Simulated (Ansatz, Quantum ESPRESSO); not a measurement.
Ba (Im-3m, 1 atom in the cell) computed with different codes at matched settings

Self-consistent single point.

```
CELL_PARAMETERS angstrom
     -2.55995     2.55995     2.55995
      2.55995    -2.55995     2.55995
      2.55995     2.55995    -2.55995
ATOMIC_POSITIONS crystal
  Ba 0.00000 0.00000 0.00000
```

Shared settings, as Ansatz (a program for electronic structure) writes them: kpoints.mp_grid.grid = 12 12 12; magnetization.spin_orbit = true; scf.occupations.method = fermi_dirac; scf.occupations.width = 0.05 eV. Potentials and cutoffs stand in the table.

```json
[
 {"code": "Quantum ESPRESSO", "model": "PBE, spin-orbit coupling, PSlibrary fully relativistic ultrasoft (PBE) pseudopotentials", "pressure (GPa)": "-0.45", "cutoff": "45 Ry"},
 {"code": "Ansatz", "model": "PBE with spin-orbit coupling, PAW files", "pressure (GPa)": "-0.47", "cutoff": "420 eV"}
]
```

The spread over the programs that give each value: pressure within 0.02 GPa.

Ansatz's pressure is given at a fixed set of plane waves, as the other plane-wave codes print theirs.

The starting cell has typed, rounded lattice constants, without a prior relaxation at this level. Its lattice was rescaled by a random factor within 2.5 % of one.

Left out of this page: ABINIT (with a known weakness of the program); Elk and SIESTA (not drawn, or without a comparable value); FLEUR (stopped by limits of time or memory).

Keys are those of Ansatz 0.2.
